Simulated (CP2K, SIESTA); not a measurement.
A CP2K input for a self-consistent single point of AlRu (Pm-3m, 2 atoms in the cell) (DFT PBEsol, GPW, DZVP-MOLOPT-SR-GTH basis, GTH-PBE potentials (GTH_POTENTIALS)):

```
&GLOBAL
  PROJECT alru
  RUN_TYPE ENERGY_FORCE
  PRINT_LEVEL LOW
&END GLOBAL
&FORCE_EVAL
  METHOD Quickstep
  STRESS_TENSOR ANALYTICAL
  &DFT
    BASIS_SET_FILE_NAME BASIS_MOLOPT
    POTENTIAL_FILE_NAME GTH_POTENTIALS
    &QS
      METHOD GPW
      EPS_DEFAULT 1E-10
    &END QS
    &MGRID
      CUTOFF 500
      REL_CUTOFF 40
      NGRIDS 5
    &END MGRID
    &SCF
      SCF_GUESS ATOMIC
      EPS_SCF 1E-7
      MAX_SCF 100
      ADDED_MOS 4
      &DIAGONALIZATION
        ALGORITHM STANDARD
      &END DIAGONALIZATION
      &MIXING
        METHOD BROYDEN_MIXING
        ALPHA 0.3
        NBUFFER 12
      &END MIXING
      &SMEAR ON
        METHOD GAUSSIAN
        SIGMA [eV] 0.05
      &END SMEAR
    &END SCF
    &KPOINTS
      SCHEME MONKHORST-PACK 11 11 11
    &END KPOINTS
    &XC
      &XC_FUNCTIONAL
        &PBE
          PARAMETRIZATION PBESOL
        &END PBE
      &END XC_FUNCTIONAL
    &END XC
    &PRINT
      &MO
        EIGENVALUES T
        OCCUPATION_NUMBERS T
        NDIGITS 8
        FILENAME mo
        &EACH
          QS_SCF 0
        &END EACH
        ADD_LAST NUMERIC
      &END MO
      &MULLIKEN OFF
      &END MULLIKEN
    &END PRINT
  &END DFT
  &SUBSYS
    &CELL
      A 2.98250000 0.00000000 0.00000000
      B 0.00000000 2.98250000 0.00000000
      C 0.00000000 0.00000000 2.98250000
      PERIODIC XYZ
    &END CELL
    &COORD
      SCALED
      Al       0.00000000     0.00000000     0.00000000
      Ru       0.50000000     0.50000000     0.50000000
    &END COORD
    &KIND Al
      BASIS_SET DZVP-MOLOPT-SR-GTH-q3
      POTENTIAL GTH-PBE-q3
    &END KIND
    &KIND Ru
      BASIS_SET DZVP-MOLOPT-SR-GTH-q16
      POTENTIAL GTH-PBE-q16
    &END KIND
  &END SUBSYS
  &PRINT
    &FORCES ON
    &END FORCES
    &STRESS_TENSOR ON
    &END STRESS_TENSOR
  &END PRINT
&END FORCE_EVAL
```

Q: Translate this input to SIESTA.

A: This is the input that was run; spellings and numerical settings could be chosen otherwise.

```
# files in the folder: Al.psml Ru.psml (PseudoDojo PBEsol standard)
SystemName  AlRu
SystemLabel AlRu

NumberOfAtoms                2
NumberOfSpecies              2
%block ChemicalSpeciesLabel
  1 13 Al
  2 44 Ru
%endblock ChemicalSpeciesLabel
LatticeConstant              2.982500 Ang
%block LatticeVectors
     1.000000000    0.000000000    0.000000000
     0.000000000    1.000000000    0.000000000
     0.000000000    0.000000000    1.000000000
%endblock LatticeVectors
AtomicCoordinatesFormat      Ang
%block AtomicCoordinatesAndAtomicSpecies
     0.000000000    0.000000000    0.000000000  1
     1.491250000    1.491250000    1.491250000  2
%endblock AtomicCoordinatesAndAtomicSpecies

XC.functional                GGA
XC.authors                   PBEsol
PAO.BasisSize                DZP
PAO.EnergyShift              0.01 Ry
MeshCutoff                   300 Ry
%block kgrid.MonkhorstPack
   11   0   0  0.0
    0  11   0  0.0
    0   0  11  0.0
%endblock kgrid.MonkhorstPack
OccupationFunction           MP
OccupationMPOrder            0
ElectronicTemperature        50.0 meV

MaxSCFIterations             150
SCF.Mixer.Method             Pulay
SCF.Mixer.Weight             0.2
SCF.Mixer.History            6
SCF.DM.Tolerance             1.0E-04
Diag.ParallelOverK           true
WriteForces                  true
```

Basis settings and potentials, where a program has them, do not carry over. This input uses DFT, GGA PBEsol, numerical atomic orbitals DZP, PseudoDojo PBEsol standard norm-conserving potentials (rewritten from UPF to PSML). Both were run: pressure 0.16 GPa in CP2K and -3.43 in SIESTA.

On SIESTA: the starting cell comes from a database of computed structures (which also holds hypothetical and non-ambient phases and stackings), without a prior relaxation at this level. Spin polarisation is off. Values carry the incompleteness of an atom-centred basis. With a pressure of about -3 GPa the cell is away from its equilibrium volume at this level.

On CP2K: the starting cell comes from a database of computed structures (which also holds hypothetical and non-ambient phases and stackings), without a prior relaxation at this level. Spin polarisation is off. Values carry the incompleteness of an atom-centred basis. The potentials were made for another functional than the one used.
